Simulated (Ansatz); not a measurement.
Consider AlN in the zinc blende structure (space group F-43m, No. 216).

```yaml
crystal:
  lattice:
    - [0.00000, 2.18488, 2.18488]
    - [2.18488, 0.00000, 2.18488]
    - [2.18488, 2.18488, 0.00000]
  atoms:
    - { symbol: Al, position: [0.00000, 0.00000, 0.00000] }
    - { symbol: N, position: [0.25000, 0.25000, 0.25000] }
```

Cartesian axes are those of the cell as printed.

Calculations: Kohn–Sham DFT with the r2SCAN functional, run in Ansatz (an electronic-structure program) with PAW and 500 eV plane waves, without spin-orbit coupling.

For the base:

```
Property              Result
-------------------  -------
Smallest direct gap  4.84 eV
Band gap             3.94 eV
```

Perturbation: biaxial strain +1.50 %, plane normal [001], relaxed out of plane (Cartesian); in-plane vectors clamped, the third vector and the atoms free.

**Question.** What happens to the smallest direct gap, hole mass, band gap and out-of-plane strain?

**Answer.** The smallest direct gap decreases by 0.21 eV, from 4.84 eV to 4.63 eV; the hole mass comes out as 0.32 mₑ out of plane, 1.4 mₑ in plane (at Γ); the band gap falls by 0.18 eV to 3.76 eV; the out-of-plane strain is -1.63 %.

Effective masses come from finite differences of ±0.01 Å⁻¹. No phonon test of stability was made. This is not the structure that AlN has at room temperature and ambient pressure.
